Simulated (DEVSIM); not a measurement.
**abrupt Ge p-n junction**

Structure: abrupt Ge p-n junction, at 300 K.

| layer (left to right) | material | thickness (μm) | Nd (cm⁻³) | Na (cm⁻³) | τn (s) | τp (s) |
|---|---|---|---|---|---|---|
| 1 | Ge | 0.200 | - | 3.8e16 | 8.5e-5 | 8.5e-5 |
| 2 | Ge | 78.0 | 1.5e14 | - | 8.5e-5 | 8.5e-5 |

Left contact: ohmic. Right contact: ohmic. Voltage is applied to the left contact. Recombination: SRH at mid-gap. Mobility is μmin + (μ − μmin)/(1 + (N/Nref)^α).

This is a model device: material constants are rounded textbook-type values typed into the input, and sizes, dopings and lifetimes were drawn at random. Values at 300 K.

```csv
parameter,Ge
gap (eV),0.664
affinity (eV),4
permittivity,16
Nc (cm⁻³),1.04e19
Nv (cm⁻³),6e18
μn (cm²/Vs),3900
μp (cm²/Vs),1900
"μn,min",150
"μp,min",100
"Nref,n",2.6e17
"Nref,p",4e17
αn,0.56
αp,0.6
```

Simulated with DEVSIM: 1D drift-diffusion, Boltzmann statistics, complete ionisation; no tunnelling, impact ionisation, image-force lowering or self-heating.

The potential step across the device at zero bias comes out as 0.245 V. The largest field in the device at zero bias is 9300 V/cm and the dark forward voltage at 1 A/cm² comes out as 0.158 V. The dark forward voltage at 100 A/cm² is 0.961 V.

Dark forward current:

```csv
V (V),J (A/cm²)
0.05,0.053
0.15,0.88
0.20,2.0
0.30,6.1
0.40,13
0.45,17
0.55,28
0.65,42
0.75,58
0.80,67
0.90,87
1.00,110
1.05,120
1.15,150
```
